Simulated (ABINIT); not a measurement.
ABINIT run on W (Im-3m, 1 atom in the cell): self-consistent single point.

Method: LDA (PW92), norm-conserving pseudopotentials (PseudoDojo nc-sr-04 LDA standard) (plane waves; ABINIT).

```xyz
1
Lattice="-1.5777 1.5777 1.5777 1.5777 -1.5777 1.5777 1.5777 1.5777 -1.5777" Properties=species:S:1:pos:R:3 pbc="T T T"
W      0.0000     0.0000     0.0000
```

Reference input (self-consistent single point, DFT, PBE, plane waves, norm-conserving pseudopotentials (PseudoDojo nc-sr-05 PBE standard)): pseudos = [W.upf]; ecut = 37 Ha; ixc = 11; occopt = 7; tsmear = 0.00999582 Ha; ngkpt = 19 19 19; nshiftk = 1; shiftk = 0 0 0; potentials = PseudoDojo nc-sr-05 PBE standard; nband = 12; kptopt = 1; nstep = 80. This run's input differs from it in these lines:

```diff
@@ -1,2 +1,2 @@
-# W, PseudoDojo nc-sr-05 PBE standard
+# W, PseudoDojo nc-sr-04 LDA standard
 pp_dirpath "./"
@@ -13,4 +13,4 @@
 xcart    0.0000000000    0.0000000000    0.0000000000
-ecut 37
-ixc 11
+ecut 35
+ixc 7
 occopt 7
```

Its files differ too (potentials: PseudoDojo nc-sr-05 PBE standard → PseudoDojo nc-sr-04 LDA standard).

Output (repeated stretches shortened):

```
--- !BeginCycle
solver: {iscf: 7, nstep: 80, nline: 4, wfoptalg: 0, }
tolerances: {toldfe: 1.00E-09, }
...

     iter   Etot(hartree)      deltaE(h)  residm     vres2
 ETOT  1  -75.900547559201    -7.590E+01 5.771E-01 2.972E+01
 ETOT  2  -75.924319703484    -2.377E-02 2.168E-02 3.093E+00
 ETOT  3  -75.924912722017    -5.930E-04 4.276E-03 9.598E-04
 ETOT  4  -75.924913131532    -4.095E-07 5.460E-03 7.334E-06
 ETOT  5  -75.924913132875    -1.343E-09 1.209E-03 6.562E-09
 ETOT  6  -75.924913132877    -2.501E-12 1.143E-03 2.182E-10
 ETOT  7  -75.924913132876     1.492E-12 3.785E-04 1.281E-13
 At SCF step    7, etot is converged :
  for the second time, diff in etot=  1.492E-12 < toldfe=  1.000E-09

 Cartesian components of stress tensor (hartree/bohr^3)
  sigma(1 1)=  2.44701601E-04  sigma(3 2)=  0.00000000E+00
  sigma(2 2)=  2.44701601E-04  sigma(3 1)=  0.00000000E+00
  sigma(3 3)=  2.44701601E-04  sigma(2 1)=  0.00000000E+00

 ----iterations are completed or convergence reached----

 reduced coordinates (array xred) for    1 atoms
       0.000000000000      0.000000000000      0.000000000000
 cartesian forces (eV/Angstrom) at end:
    1     -0.00000000000000    -0.00000000000000    -0.00000000000000
 frms,max,avg= 0.0000000E+00 0.0000000E+00   0.000E+00  0.000E+00  0.000E+00 e/A
 length scales=  1.000000000000  1.000000000000  1.000000000000 bohr
   [... lines left out ...]
 Fermi (or HOMO) energy (hartree) =   0.71655   Average Vxc (hartree)=  -0.52896
   [... lines left out ...]
total_energy        : -7.59249131328758E+01
total_energy_eV     : -2.06602195579584E+03
band_energy         : -4.59787561776934E+00
...

-Cartesian components of stress tensor (GPa)         [Pressure= -7.1994E+00 GPa]
- sigma(1 1)=  7.19936844E+00  sigma(3 2)=  0.00000000E+00
- sigma(2 2)=  7.19936844E+00  sigma(3 1)=  0.00000000E+00
- sigma(3 3)=  7.19936844E+00  sigma(2 1)=  0.00000000E+00

 Calculation completed.
```

The run converged in 7 iterations. Against the reference run the pressure goes from 8.56 to -7.20 GPa.

The starting cell comes from a database of computed structures (which also holds hypothetical and non-ambient phases and stackings), without a prior relaxation at this level. Its lattice was rescaled by a random factor within 2.5 % of one. Spin polarisation is off. With a pressure of about -7 GPa the cell is away from its equilibrium volume at this level.

Cost on one core of a shared machine: roughly 50 s.
